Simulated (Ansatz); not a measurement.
# How a calculation on Mg₆AlMo (P1, 8 atoms in the cell) responds to its settings

```
Mg6AlMo
1.0
    4.95844     0.00000     0.00000
    0.00000     2.95178     5.38265
    0.00000    -2.95178     5.38265
Mg Al Mo
6 1 1
Cartesian
  2.47177   1.48498   4.48934
  2.48791  -1.46880   4.52245
 -0.00115   1.40673   6.29107
 -0.01370  -1.38806   6.30436
  0.00038  -0.01470   3.53523
  0.00816   0.01525   8.85207
  2.48287  -0.01840   1.80782
  2.48065  -0.01700   7.25878
```
Moments meant for the start (each program seeds them in its own way; μB, in the order of the atoms Mg Mg Mg Mg Mg Mg Al Mo): 0.0 0.0 0.0 0.0 0.0 0.0 0.0 2.0.

Base run A: PBEsol, PAW files made with PBE (Ansatz, an electronic-structure program), self-consistent single point.

Its settings: basis.ecutwfc = 30.9 Ry; kpoints.mp_grid.grid = 5 5 5; hamiltonian.xc = pbesol; hamiltonian.pseudopotentials = {kind: paw} (the program's default PAW files); magnetization.spin_polarized = true; scf.occupations.method = gaussian; scf.occupations.width = 0.02 Ry.

The starting cell comes from a database of computed structures (which also holds hypothetical and non-ambient phases and stackings), without a prior relaxation at this level. Its atoms were displaced at random from the sites of space group no. 38. The starting moments vanished: the run ended non-magnetic. The program warned that a starting moment was not kept. Ansatz's pressure includes its estimate of the finite-basis (Pulay) stress.

ΔF is the free energy per atom less that of run A. 

Run A gave: pressure (GPa) -1.36; largest force (eV/Å) 0.193; iterations 15.

Runs:
- B: scf.mixing.algorithm, scf.mixing.beta = broyden, 0.1
- C: scf.mixing.algorithm, scf.mixing.beta = broyden, 0.3
- D: scf.mixing.algorithm, scf.mixing.beta = broyden, 0.5
- E: scf.mixing.algorithm, scf.mixing.beta = broyden, 0.7
- F: scf.mixing.algorithm, scf.mixing.beta = broyden, 0.9
- G: scf.mixing.algorithm, scf.mixing.beta = broyden, 1

**Question.** Which runs reach the base run's state, and which is quickest in iterations?

**Answer.** Runs B, C, D, E, F, G ended on the same solution as A (within 1 meV/atom and 0.1 μB a site). The fewest iterations to that state were 13 (E); the most were 29.

```csv
run,ΔF (meV/atom),pressure (GPa),largest force (eV/Å),iterations
A,0.00,-1.36,0.193,15
B,0.00,-1.36,0.193,29
C,0.00,-1.36,0.193,25
D,0.00,-1.36,0.193,18
E,0.00,-1.36,0.193,13
F,0.00,-1.36,0.193,14
G,0.00,-1.36,0.193,15
```

Left out of this page: 3 runs of the series stopped by limits of time or memory.

Keys are those of Ansatz 0.2.
